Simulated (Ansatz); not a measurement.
ScSnCN (model structure, started from the AlSiCN type, P3m1, No. 156, 4 atoms in the cell), treated with PBEsol (PAW; Ansatz, a first-principles code).

Run with plane-wave cutoff 520 eV, 12×12×6 k mesh (along the axes of the cell as run), Fermi–Dirac smearing 0.01 eV, scalar-relativistic PAW data made under PBE.

Cell (relaxed with PBEsol):

```cif
data_CNScSn
_chemical_formula_sum 'Sc1 Sn1 C1 N1'
_space_group_name_H-M_alt 'P3m1'
_space_group_IT_number 156
_space_group_name_Hall 'P 3 -2"'
_cell_length_a 3.57543
_cell_length_b 3.57543
_cell_length_c 5.40588
_cell_angle_alpha 90.000
_cell_angle_beta 90.000
_cell_angle_gamma 120.000
loop_
_atom_site_label
_atom_site_type_symbol
_atom_site_symmetry_multiplicity
_atom_site_Wyckoff_symbol
_atom_site_fract_x
_atom_site_fract_y
_atom_site_fract_z
_atom_site_occupancy
Sc1 Sc 1 b 0.33333 0.66667 0.52741 1
Sn1 Sn 1 c 0.66667 0.33333 0.00731 1
C1 C 1 b 0.33333 0.66667 0.11000 1
N1 N 1 c 0.66667 0.33333 0.60527 1
```

Problem. What does this level give for the band gap and smallest direct gap on the k points sampled?

Solution. 
* **band gap**: 1.94 eV
* **smallest direct gap on the k points sampled**: 1.95 eV

Note: the relaxation could raise the start's symmetry but not lower it, so the cell can be a saddle point.

Spin–orbit coupling is not included.

A model structure was made by putting elements into a prototype or built by hand; it is no filed structure, need not be a known phase, and can be a saddle point held by its symmetry.
